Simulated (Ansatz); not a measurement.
Some atoms of an NVE trajectory of composition SiGe, cell Si32Ge32, held well above this temperature first, at a temperature that wasn't checked against the liquidus, so perhaps supercooled [in the run: it was liquid; mean temperature 1596 K (target 1620 K); density 3.86 g/cm³]; time step 2.0 fs, velocity Verlet. Computed with PBE (plane waves, PAW; Ansatz, a first-principles code). On the run's last frame a denser k-mesh moved the forces by 0.089 eV/Å rms, the static pressure by 0.09 GPa and the free energy by 7 meV/atom, which is about how far such values are converged.

```json
[
 {"atom": "Si13", "mass (u)": "28.085", "x y z (Å)": "-4.39156 4.21494 13.64300", "v (Å/fs)": "-0.004042 -0.004526 -0.001549", "F (eV/Å)": "-0.5823 0.4170 -0.2533"},
 {"atom": "Si18", "mass (u)": "28.085", "x y z (Å)": "2.56720 7.66793 4.15450", "v (Å/fs)": "0.004408 -0.013132 -0.001990", "F (eV/Å)": "0.2223 0.6725 -0.0254"},
 {"atom": "Ge36", "mass (u)": "72.630", "x y z (Å)": "3.37522 3.12187 3.92179", "v (Å/fs)": "-0.003731 -0.000212 0.000224", "F (eV/Å)": "-0.2479 0.3343 0.2738"},
 {"atom": "Ge42", "mass (u)": "72.630", "x y z (Å)": "0.69881 11.40346 5.95799", "v (Å/fs)": "0.005728 0.001605 -0.001406", "F (eV/Å)": "-2.0130 -2.4125 -0.8459"},
 {"atom": "Ge50", "mass (u)": "72.630", "x y z (Å)": "5.95692 3.06270 -1.34992", "v (Å/fs)": "0.004935 -0.004746 0.003136", "F (eV/Å)": "-1.5124 -1.1368 -1.2721"},
 {"atom": "Ge52", "mass (u)": "72.630", "x y z (Å)": "-1.88822 4.04015 7.30048", "v (Å/fs)": "-0.010174 0.006529 0.004287", "F (eV/Å)": "-0.7363 0.8285 -0.2472"},
 {"atom": "Ge56", "mass (u)": "72.630", "x y z (Å)": "11.68332 6.74643 12.31908", "v (Å/fs)": "-0.000195 0.001201 0.000186", "F (eV/Å)": "-0.0536 -0.3684 0.4339"},
 {"atom": "Ge61", "mass (u)": "72.630", "x y z (Å)": "3.79428 0.38696 15.09071", "v (Å/fs)": "0.008367 0.002618 -0.007340", "F (eV/Å)": "-0.3104 -0.5775 0.0303"}
]
```

### Question
Give their positions one step later.

### Answer
x' = x + vΔt + FΔt²/(2m), with 1 eV/(Å·u) = 0.0096485 Å/fs².
| atom | x' y' z' (Å) |
|---|---|
| Si13 | -4.40004 4.20617 13.63972 |
| Si18 | 2.57617 7.64213 4.15051 |
| Ge36 | 3.36769 3.12153 3.92231 |
| Ge42 | 0.70974 11.40603 5.95495 |
| Ge50 | 5.96639 3.05290 -1.34399 |
| Ge52 | -1.90876 4.05343 7.30899 |
| Ge56 | 11.68291 6.74873 12.31957 |
| Ge61 | 3.81094 0.39205 15.07604 |
